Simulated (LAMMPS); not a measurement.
An MD run on HgSe (zinc blende), a cell 112 Å long along the (110) normal (2496 atoms) with 66 % of it melted and the whole then held at 740 K and zero normal pressure.

Model: classical MD, pair style sw, file CdTeZnSeHgS0.sw, run in LAMMPS.

| Quantity | Value |
|---|---|
| interface speed (growth positive) | 6.7 ± 0.4 m/s |
| direction | the crystal grows |
| cost | roughly 16 core-minutes |

Potential: file CdTeZnSeHgS0.sw of the LAMMPS distribution; its header cites Zhou, Ward, Martin, van Swol, Cruz-Campa, and D. Zubia, Phys. Rev. B, 88, 085309 (2013).

Caution: the real compound melts congruently only under the pressure of its own vapour and loses its more volatile element when open.

Errors shown are sampling errors alone.

```tsv
t (ps)	crystalline share
0.000	0.343
15.00	0.354
30.00	0.375
45.00	0.393
60.00	0.420
75.00	0.447
90.00	0.476
105.0	0.511
120.0	0.534
135.0	0.567
150.0	0.588
165.0	0.588
180.0	0.601
195.0	0.611
210.0	0.604
225.0	0.630
240.0	0.643
255.0	0.658
270.0	0.685
285.0	0.692
300.0	0.726
315.0	0.737
330.0	0.746
345.0	0.779
360.0	0.791
375.0	0.802
390.0	0.805
405.0	0.850
420.0	0.858
435.0	0.866
450.0	0.883
```
